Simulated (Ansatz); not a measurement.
Reference: NbIr3 (P6_3/mmc), PBEsol, DFPT electron-phonon coupling, linearised Boltzmann equation (plane waves, PAW, scalar-relativistic; Ansatz, a first-principles code); geometry: relaxed with this functional, without spin-orbit coupling.

```cif
data_Ir6Nb2
_chemical_formula_sum 'Nb2 Ir6'
_space_group_name_H-M_alt 'P63/mmc'
_space_group_IT_number 194
_space_group_name_Hall '-P 6c 2c'
_cell_length_a 5.51829
_cell_length_b 5.51829
_cell_length_c 4.43426
_cell_angle_alpha 90.000
_cell_angle_beta 90.000
_cell_angle_gamma 120.000
loop_
_atom_site_label
_atom_site_type_symbol
_atom_site_symmetry_multiplicity
_atom_site_Wyckoff_symbol
_atom_site_fract_x
_atom_site_fract_y
_atom_site_fract_z
_atom_site_occupancy
Nb1 Nb 2 d 0.66667 0.33333 0.25000 1
Ir1 Ir 6 h 0.16414 0.32829 0.25000 1
```

* **resistivity at 300 K**: 8.7 μΩ·cm
* **mean free path at 300 K**: 17.8 nm
* **electron-phonon coupling λ**: 0.22
* **logarithmic mean phonon energy**: 19.6 meV

Task: Swap Nb for V, keeping the structure type. How do these values move?

Result: VIr3 (P6_3/mmc): volume per atom 14.6 to 13.6 Å³; resistivity at 300 K rises (8.7 μΩ·cm to 12.2 μΩ·cm); mean free path at 300 K falls (17.8 nm to 13.2 nm); electron-phonon coupling λ stays about the same (0.22 to 0.24); logarithmic mean phonon energy stays about the same (19.6 meV to 20 meV).

Moves up to 14 % count as about the same. Metals; harmonic phonons alone scatter; means over directions. The mean free path is weighted by the current that each state carries. Halving the electron mesh moves these values by up to 9 %; q meshes are mostly untested. Spin-orbit coupling is left out.

Computed structure with no diffraction record at hand here (it may be known, metastable or hypothetical): NbIr3 (P6_3/mmc), VIr3 (P6_3/mmc). Treated as nonmagnetic (a ferromagnetic start lost its moment, other orders weren't tried): VIr3 (P6_3/mmc). The missing spin-orbit coupling matters most for NbIr3 (P6_3/mmc), VIr3 (P6_3/mmc).
